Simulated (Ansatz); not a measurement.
A self-consistent single point of HfZr₃ (I4/mmm, 4 atoms in the cell) with Ansatz (a first-principles code).

Level of theory: revPBE, harder PAW files (source: ansatz) made with PBE (plane waves; Ansatz).

```
HfZr3
1.0
   -2.22032     2.22032     4.94563
    2.22032    -2.22032     4.94563
    2.22032     2.22032    -4.94563
Zr Hf
3 1
Cartesian
  0.00000   0.00000   4.94563
  0.00000   2.22032   2.47282
  2.22032   0.00000   2.47282
  0.00000   0.00000   0.00000
```

Reference input (self-consistent single point, DFT, revPBE, plane waves, harder PAW files (source: ansatz) made with PBE): basis.ecutwfc = 520 eV; kpoints.mp_grid.grid = 10 10 10; hamiltonian.xc = revpbe; hamiltonian.pseudopotentials = {kind: paw, source: ansatz}; scf.occupations.method = cold; scf.occupations.width = 0.136 eV. This run's input differs from it in these lines:

Ansatz 0.2 input:
```diff
@@ -11,3 +11,3 @@
 basis:
-  ecutwfc: 520.0
+  ecutwfc: 210.0
 kpoints:
```

The program printed (abridged):

```
SCF iter   1: F=—  HF=-28286.332453 eV  |F-HF|=—  |Δ(HF+E_count)|=         —  Δρ=7.73e-2  dr2=5.02e0  ethr=3.10e-3  ⟨swp⟩=4.1  Hψ=12337  notcnv=0
all-band conjugate gradients solve this SCF's bands
preconditioner: auto → Kerker (q_TF=auto, 2.530 Å⁻¹)
SCF iter   2: F=—  HF=-28282.319453 eV  |F-HF|=—  |Δ(HF+E_count)|=    4.01e0  S|Δr|=    0.00e0  Δρ=3.07e-2  dr2=8.24e-1  ethr=3.10e-3  ⟨swp⟩=3.0  Hψ=9190  notcnv=0  defer=92
   [... lines left out ...]
SCF iter   7: F=—  HF=-28282.149822 eV  |F-HF|=—  |Δ(HF+E_count)|=   5.21e-6  S|Δr|=    0.00e0  Δρ=5.96e-5  dr2=5.13e-6  ethr=2.43e-7  ⟨swp⟩=2.0  Hψ=4317  notcnv=0  defer=91
SCF iter   8: F=—  HF=-28282.149873 eV  |F-HF|=—  |Δ(HF+E_count)|=   5.15e-5  S|Δr|=    0.00e0  Δρ=1.14e-5  dr2=1.42e-7  ethr=8.27e-9  ⟨swp⟩=2.0  Hψ=6448  notcnv=0  defer=91
SCF iter   9: F=-28282.149873 eV  HF=-28282.149873 eV  |F-HF|=9.88e-9  |Δ(HF+E_count)|=  7.53e-10  S|Δr|=    0.00e0  Δρ=3.09e-6  dr2=1.60e-8  ethr=1.61e-10  ⟨swp⟩=7.7  Hψ=12944  notcnv=0
SCF 1 converged in 9 iterations: F = -28282.149873 eV  dr2 = 1.60e-8
Stability not checked (fill_not_monotonic)
Free energy (F): -28282.149873 eV
Internal energy: -28282.143503 eV  (E = F + TS)
E sigma→0 (E₀):  -28282.147750 eV
Entropy (-TS):   -0.006370 eV (-1.593 meV/atom)
Fermi energy:    14.048634 eV
--- Forces (eV/Å), atoms counted from 1 ---
  atom   1  Zr    -0.00000000     0.00000000     0.00000000
   [... zero for the other atoms too ...]
--- Stress (GPa, compression-positive) ---
       -3.950065       0.000000       0.000000
        0.000000      -3.950065       0.000000
       -0.000000      -0.000000      -8.456125
  P = ⅓ Tr σ = -5.4521 GPa (-54.521 kbar)
  The stress holds the Pulay correction. Without it, at fixed plane waves, as pw.x and ABINIT print it: P = -279.8291 GPa
```

The run converged in 9 iterations. Against the reference run the free energy rises by 7.97 eV/atom and the pressure goes from -3.32 to -5.45 GPa.

The starting cell was generated: these elements placed on a structure prototype, without a prior relaxation; it need not be a known phase or ordering of this composition. Its lattice was rescaled by a random factor within 2.5 % of one. Ansatz's pressure includes its estimate of the finite-basis (Pulay) stress. Without the estimate this run gives -279.83 GPa. The cutoff lies below the one recommended for these files.
